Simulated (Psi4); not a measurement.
Psi4 1.11, TPSS/def2-svp: Sn(Me)4 ([CH3][Sn]([CH3])([CH3])[CH3]), 17 atoms. The geometry is a generated start, not checked to be a minimum at this level.

- task = gradient
- method = tpss
- basis = def2-svp
- memory = 7 GB
- scf_type = df (default)
- guess = auto, which took SAD (default)
- diis_max_vecs = 10 (default)
- scf_initial_accelerator = adiis (default)
- e_convergence = 1e-08 (default)
- d_convergence = 1e-08 (default)
- effective core potentials = those of the basis set, past Kr
- basis functions (reference run) = 142
- grid points (reference run) = 3077707

```xyz
17

C     -0.2994    -1.5293    -1.5414
Sn    -0.0005     0.0077    -0.0041
C     -0.0672     2.0061    -0.9164
C     -1.5849    -0.1655     1.5043
C      1.9506    -0.3087     0.9515
H     -1.1255    -1.2630    -2.1901
H     -0.5207    -2.4843    -1.0770
H      0.5940    -1.6387    -2.1449
H      0.6753     2.6547    -0.4650
H     -1.0437     2.4565    -0.7754
H      0.1326     1.9434    -1.9798
H     -2.5607    -0.1474     1.0321
H     -1.4845    -1.0958     2.0500
H     -1.5293     0.6555     2.2106
H      2.1929    -1.3651     0.9764
H      2.7289     0.2083     0.4006
H      1.9423     0.0657     1.9685
```
Charge 0, spin multiplicity 1.

The reference run has dft_radial_points = 200, dft_spherical_points = 974, dft_pruning_scheme = none (default); it is not itself proven converged. One run each, on a shared machine, so no times are given.

Settings tried, all else as in the reference:
- dft_radial_points = 50, dft_spherical_points = 194
- dft_radial_points = 75 (default), dft_spherical_points = 434
- dft_radial_points = 150, dft_spherical_points = 770
- dft_radial_points = 35, dft_spherical_points = 110
- dft_radial_points = 25, dft_spherical_points = 50
- dft_radial_points = 75 (default), dft_spherical_points = 302 (default), dft_pruning_scheme = robust
- dft_radial_points = 99, dft_spherical_points = 590
- dft_radial_points = 99, dft_spherical_points = 590, dft_pruning_scheme = robust
- dft_radial_points = 75 (default), dft_spherical_points = 302 (default)
- dft_radial_points = 75 (default), dft_spherical_points = 302 (default), dft_pruning_scheme = treutler
- dft_radial_points = 99, dft_spherical_points = 590, dft_pruning_scheme = treutler

Question: Which settings reproduce the reference to 1.0 meV/atom in energy, 10 meV/Å in forces (largest component)?

Answer: Within it: dft_radial_points = 150, dft_spherical_points = 770; dft_radial_points = 99, dft_spherical_points = 590; dft_radial_points = 99, dft_spherical_points = 590, dft_pruning_scheme = robust; dft_radial_points = 75 (default), dft_spherical_points = 434; dft_radial_points = 75 (default), dft_spherical_points = 302 (default), dft_pruning_scheme = robust; dft_radial_points = 75 (default), dft_spherical_points = 302 (default); dft_radial_points = 75 (default), dft_spherical_points = 302 (default), dft_pruning_scheme = treutler; dft_radial_points = 99, dft_spherical_points = 590, dft_pruning_scheme = treutler; dft_radial_points = 50, dft_spherical_points = 194. Outside: dft_radial_points = 35, dft_spherical_points = 110; dft_radial_points = 25, dft_spherical_points = 50.

```
setting                                                                                                grid points  energy against the reference  difference in forces (largest component)
-----------------------------------------------------------------------------------------------------  -----------  ----------------------------  ----------------------------------------
the reference                                                                                              3077707                             —                                         —
dft_radial_points = 150, dft_spherical_points = 770                                                        1836927          under 0.001 meV/atom                                0.24 meV/Å
dft_radial_points = 99, dft_spherical_points = 590                                                          931717          under 0.001 meV/atom                                0.35 meV/Å
dft_radial_points = 99, dft_spherical_points = 590, dft_pruning_scheme = robust                             668869          under 0.001 meV/atom                                0.35 meV/Å
dft_radial_points = 75 (default), dft_spherical_points = 434                                                522639              −0.0041 meV/atom                                0.55 meV/Å
dft_radial_points = 75 (default), dft_spherical_points = 302 (default), dft_pruning_scheme = robust         256076              −0.0068 meV/atom                                 2.5 meV/Å
dft_radial_points = 75 (default), dft_spherical_points = 302 (default)                                      363876              −0.0069 meV/atom                                 2.5 meV/Å
dft_radial_points = 75 (default), dft_spherical_points = 302 (default), dft_pruning_scheme = treutler       209612               −0.022 meV/atom                                 2.7 meV/Å
dft_radial_points = 99, dft_spherical_points = 590, dft_pruning_scheme = treutler                           511813               −0.018 meV/atom                                 3.2 meV/Å
dft_radial_points = 50, dft_spherical_points = 194                                                          158426                +0.61 meV/atom                                 3.6 meV/Å
dft_radial_points = 35, dft_spherical_points = 110                                                           63062                 +6.5 meV/atom                                  16 meV/Å
dft_radial_points = 25, dft_spherical_points = 50                                                            20554                 +5.1 meV/atom                                 270 meV/Å
```

Total energies are compared; such shifts often cancel in part in energy differences. The gradients leave out the derivatives of the grid weights. The tolerance is a choice made for this comparison.
